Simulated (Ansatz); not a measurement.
This Ansatz (a quantum-chemistry and plane-wave program) input is the reference run, TiO2 in the rutile structure (space group P4_2/mnm, No. 136), computed with PBEsol (Ansatz; PAW; 420 eV plane waves; without spin-orbit coupling):

Ansatz 0.2 input:
```yaml
crystal:
  lattice:
    - [4.5912034447, 0, 0]
    - [0, 4.5912034447, 0]
    - [0, 0, 2.9390478894]
  atoms:
    - { symbol: Ti, position: [0, 0, 0] }
    - { symbol: Ti, position: [0.5, 0.5, 0.5] }
    - { symbol: O, position: [0.3044401148, 0.3044401148, 0] }
    - { symbol: O, position: [0.8044401148, 0.1955598852, 0.5] }
    - { symbol: O, position: [0.1955598852, 0.8044401148, 0.5] }
    - { symbol: O, position: [0.6955598852, 0.6955598852, 0] }
basis: { ecutwfc: 420, ecutrho_ratio: 4, xc_grid: 2, fft_grid_basis: typed }
kpoints: { mp_grid: { grid: [7, 7, 11] } }
hamiltonian:
  xc: pbesol
  dispersion: none
  pseudopotentials: { kind: paw }
scf: { occupations: { method: fermi_dirac, width: 0.05 }, convergence: { dr2_threshold: 0.0000000006 } }
output: { forces: true, stress: true }
checkpoint: { write: state.ck, write_every: 1000 }
```

**Question.** Write the input for this change: tensor shear ε_xz = +1.00 % (engineering shear γ = 0.0200), atoms relaxed at fixed cell.

**Answer.** 
Ansatz 0.2 input:
```yaml
crystal:
  lattice:
    - [4.5912034447, 0, 0.0459120344]
    - [0, 4.5912034447, 0]
    - [0.0293904789, 0, 2.9390478894]
  atoms:
    - { symbol: Ti, position: [0, 0, 0] }
    - { symbol: Ti, position: [0.5, 0.5, 0.5] }
    - { symbol: O, position: [0.3044401148, 0.3044401148, 0] }
    - { symbol: O, position: [0.8044401148, 0.1955598852, 0.5] }
    - { symbol: O, position: [0.1955598852, 0.8044401148, 0.5] }
    - { symbol: O, position: [0.6955598852, 0.6955598852, 0] }
basis: { ecutwfc: 420, ecutrho_ratio: 4, xc_grid: 2, fft_grid_basis: typed }
kpoints: { mp_grid: { grid: [7, 7, 11] } }
hamiltonian:
  xc: pbesol
  dispersion: none
  pseudopotentials: { kind: paw }
scf: { occupations: { method: fermi_dirac, width: 0.05 }, convergence: { dr2_threshold: 0.0000000006 } }
relax: { f_tol: 0.005, max_steps: 50 }
output: { forces: true, stress: true }
checkpoint: { write: state.ck, write_every: 1000 }
```
This is the input that was run.

The cells carry an imposed strain or load. Whether these cells are dynamically stable was not tested. All final runs are without spin polarisation.
